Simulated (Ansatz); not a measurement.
The reference is Al2O3 in the corundum structure (space group R-3c, No. 167; a = 4.774 Å, c = 13.015 Å (hexagonal axes)).

Method: plane-wave PAW DFT at the PBEsol level (Ansatz, a quantum-chemistry and plane-wave program, 420 eV), no SOC.

Base values:

| Property | Value |
|---|---|
| Volume per atom | 8.56 Å³ |
| Valence-band top at Γ | 0.00, -0.04, -0.04 eV |

Perturbation: cell and atoms relaxed at a pressure of 4.5 GPa.

**Question.** What does the calculation give for the volume per atom and valence-band top at Γ after the change?

**Answer.** The volume per atom drops by 0.15 Å³, from 8.56 Å³ to 8.41 Å³; the valence-band top at Γ (three highest levels, from the VBM) changes from 0.00, -0.04, -0.04 eV to 0.00, -0.05, -0.05 eV.

The levels and masses belong to the bands next to the band gap. Load acts through the strain it causes; cell and atoms are relaxed under it. Stability against distortions was not tested.
